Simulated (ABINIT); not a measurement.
**A short convergence ladder for Tc (P-3m1, 2 atoms in the cell)**

```xyz
2
Lattice="1.3632 -2.3610 0.0000 1.3632 2.3610 0.0000 0.0000 0.0000 4.3681" Properties=species:S:1:pos:R:3 pbc="T T T"
Tc     1.3632     0.7870     1.1420
Tc     1.3632    -0.7870     3.2760
```

Base method: PBEsol, norm-conserving pseudopotentials (PseudoDojo nc-sr-04 PBEsol standard) (plane waves; ABINIT 10.0.3).

Base settings: pseudos = [Tc.upf]; ecut = 42 Ha; occopt = 7; tsmear = 0.1 eV; ngkpt = 6 6 4; nshiftk = 1; shiftk = 0 0 0; potentials = PseudoDojo nc-sr-04 PBEsol standard; nband = 21; kptopt = 2.

The count of work is k-points × plane waves × bands × iterations; it is no time. Core times come from one kind of shared machine, to one figure; runs under 30 s give none.

**The k-point mesh**

The second cell is the first with its lattice scaled by 0.98.

Only quantities that move along the ladder and can be compared are tabulated.

```csv
ngkpt,free energy less the last step's (meV/atom),energy of the compressed cell less the first (meV/atom),pressure (GPa),largest difference of a force vector from the last step's (eV/Å),count of work / last,core time / last (rough)
2 2 2,3.16,-6.95,-10.37,1.168,0.058,–
4 4 2,8.41,62.80,1.10,0.252,0.26,0.3
6 6 3,-26.85,51.64,-0.69,0.297,0.81,0.9
6 6 4,0.00,54.98,-0.10,0.000,1.0,1
```

Coarsest ngkpt that holds the energy of the compressed cell less the first within 2 meV/atom: not settled: the last two steps still differ by 3.3 meV/atom, over half the tolerance, so the ladder does not show it.

Coarsest ngkpt that holds the forces within 0.02 eV/Å: not settled: the last two steps still differ by 0.30 eV/Å, over half the tolerance, so the ladder does not show it.

Coarsest ngkpt that holds the free energy within 5 meV/atom: not settled: the last two steps still differ by 27 meV/atom, over half the tolerance, so the ladder does not show it.

On the base run: the starting cell has typed, rounded lattice constants, without a prior relaxation at this level. Its lattice was rescaled by up to half a per cent. One atom was moved a little off its site on purpose. Spin polarisation is off. Without a gap this mesh is coarse (it stands for a supercell whose shortest vector is 16 Å).
